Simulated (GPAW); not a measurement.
A self-consistent single point of Sr3Bi (P6_3/mmc, 8 atoms in the cell) with GPAW.

Level of theory: PBEsol, GPAW PAW datasets PBEsol (made by gpaw-setup) (plane waves; GPAW).

```xyz
8
Lattice="7.6022 0.0000 0.0000 -3.8011 6.5837 0.0000 0.0000 0.0000 6.1478" Properties=species:S:1:pos:R:3 pbc="T T T"
Sr     1.9520     1.1270     4.6108
Sr     1.8491     5.4567     1.5369
Sr     0.0000     2.2539     1.5369
Sr     3.8011     4.3298     4.6108
Sr     5.6502     1.1270     4.6108
Sr    -1.8491     5.4567     1.5369
Bi     3.8011     2.1946     1.5369
Bi     0.0000     4.3891     4.6108
```

Reference input (self-consistent single point, DFT PBEsol, plane waves, GPAW PAW datasets PBEsol (made by gpaw-setup)): mode = pw; ecut = 550 eV; xc = PBEsol; kpts = 5 5 5; mesh shift (steps) = 0 0 0; occupations.name = methfessel-paxton; occupations.width = 0.136 eV; occupations.order = 0; nbands = -16; symmetry.symmorphic = false; symmetry.tolerance = 0.0005; maxiter = 100. This run's input differs from it in these lines:

```diff
@@ -21,3 +21,3 @@
             kpts=(5, 5, 5),
-            occupations={'name': 'methfessel-paxton', 'width': 0.136, 'order': 0},
+            occupations={'name': 'methfessel-paxton', 'width': 0.05, 'order': 0},
             nbands=-16,
```

Output (repeated stretches shortened):

```
     iter     time        total  log10-change:
                         energy   eigst   dens
iter:   1 --:--:--   -24.868901
iter:   2 --:--:--   -25.277893   -1.22  -1.46
iter:   3 --:--:--   -25.200595   -2.13  -1.48
iter:   4 --:--:--   -25.110468   -1.91  -1.52
iter:   5 --:--:--   -25.079806   -3.30  -1.77
iter:   6 --:--:--   -25.008792   -2.73  -1.80
iter:   7 --:--:--   -25.015336   -3.49  -2.10
iter:   8 --:--:--   -25.009484c  -4.10  -2.30
iter:   9 --:--:--   -25.004939c  -4.05  -2.41
iter:  10 --:--:--   -25.001101c  -4.17  -2.59
iter:  11 --:--:--   -25.001004c  -4.71  -3.12
iter:  12 --:--:--   -25.001054c  -5.35  -3.25
   [... 2 lines left out ...]
iter:  15 --:--:--   -25.000994c  -6.42  -3.40
iter:  16 --:--:--   -25.000977c  -6.94  -3.55
iter:  17 --:--:--   -25.000969c  -6.10  -3.59
iter:  18 --:--:--   -25.000988c  -6.34  -3.79
iter:  19 --:--:--   -25.000991c  -7.69c -4.14c
Converged after 19 iterations.

Dipole moment: (0.000000, -0.000000, 0.000000) |e|*Ang

Energy contributions relative to reference atoms: (reference = -1688055.306326)

Kinetic:        +26.046553
Potential:       -8.307503
External:        +0.000000
XC:             -38.581488
Entropy (-ST):   -0.013483
Local:           -4.151812
SIC:             +0.000000
--------------------------
Free energy:    -25.007733
Extrapolated:   -25.000991

Showing only first 2 kpts
 Kpt  Band  Eigenvalues  Occupancy
  0    43      4.88241    2.00000
  0    44      5.94368    1.45186
  0    45      5.97864    0.69778
  0    46      5.97864    0.69764

  1    43      4.84106    2.00000
  1    44      5.41152    2.00000
  1    45      5.41156    2.00000
  1    46      5.99738    0.35836

Fermi level: 5.96491

No gap
   [... lines left out ...]
  2 Sr   -0.00000    0.01942    0.00000
  3 Sr   -0.00000   -0.01942    0.00000
  4 Sr   -0.01682    0.00971    0.00000
  5 Sr    0.01682   -0.00971   -0.00000
  6 Bi   -0.00000   -0.00000    0.00000
  7 Bi    0.00000    0.00000   -0.00000

Stress tensor:
    -0.000197    -0.000000     0.000000
    -0.000000    -0.000197     0.000000
     0.000000     0.000000     0.000039
Stress (GPa, Voigt): [-0.0316 -0.0316  0.0062  0.      0.     -0.    ]
```

The run converged in 19 iterations. GPAW prints stress with tension positive. Against the reference run the free energy goes up by 4.4 meV/atom, the pressure moves little (0.00 to 0.02 GPa) and the largest force goes from 0.027 to 0.019 eV/Å.

The starting cell comes from a database of computed structures (which also holds hypothetical and non-ambient phases and stackings), without a prior relaxation at this level. Its lattice was rescaled by a random factor within 2.5 % of one.

Cost on one core of a shared machine: roughly 3 min.
